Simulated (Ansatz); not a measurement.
The reference is Tl2HgSiSe4 (space group I-42m, No. 121; a cell from a computed database, its experimental status unchecked).

```yaml
crystal:
  lattice:
    - [-3.95989, 3.95989, 3.34007]
    - [3.95989, -3.95989, 3.34007]
    - [3.95989, 3.95989, -3.34007]
  atoms:
    - { symbol: Tl, position: [0.50000, 0.00000, 0.50000] }
    - { symbol: Tl, position: [0.00000, 0.50000, 0.50000] }
    - { symbol: Si, position: [0.00000, 0.00000, 0.00000] }
    - { symbol: Hg, position: [0.50000, 0.50000, 0.00000] }
    - { symbol: Se, position: [0.95717, 0.62792, 0.00000] }
    - { symbol: Se, position: [0.37208, 0.37208, 0.32925] }
    - { symbol: Se, position: [0.62792, 0.95717, 0.00000] }
    - { symbol: Se, position: [0.04283, 0.04283, 0.67075] }
```

Cartesian axes are those of the cell as printed.

Calculations: Ansatz (a quantum-chemistry and plane-wave program), PBEsol, PAW, cutoff 420 eV, spin-orbit coupling left out.

Strains are applied to the cell and any free atomic positions relax; under biaxial strain the out-of-plane vector relaxes too.

One change was made to it. Results:

```tsv
quantity	base	after
electron mass	0.37 mₑ along c, 0.48 mₑ across (at M)	0.30 mₑ out of plane, 0.49 mₑ in plane (at M)
energy relative to the base (free energy F)	0 meV/atom	+2.1 meV/atom
```

Task: Name the change that was made.
(A) biaxial strain +1.51 %, plane normal [001], relaxed out of plane
(B) biaxial strain +2.26 %, plane normal [001], relaxed out of plane
(C) biaxial strain +0.86 %, plane normal [001], relaxed out of plane
(D) biaxial strain −4.86 %, plane normal [001], relaxed out of plane

Result: A, biaxial strain +1.51 %, plane normal [001], relaxed out of plane. For comparison, the electron mass in the other runs: biaxial strain −4.86 %, plane normal [001], relaxed out of plane gives 0.37 mₑ out of plane, 0.25 mₑ in plane (off the special points); biaxial strain +0.86 %, plane normal [001], relaxed out of plane gives 0.33 mₑ out of plane, 0.48 mₑ in plane (at M); biaxial strain +2.26 %, plane normal [001], relaxed out of plane gives 0.28 mₑ out of plane, 0.49 mₑ in plane (at M).

A biaxial case was relaxed in a doubled cell and then solved in the primitive one. Spin-orbit coupling, missing from the scalar runs, can matter with Hg and Tl. The levels and masses belong to the bands next to the band gap. Effective masses come from finite differences of ±0.01 Å⁻¹. Whether these cells are dynamically stable was not tested.
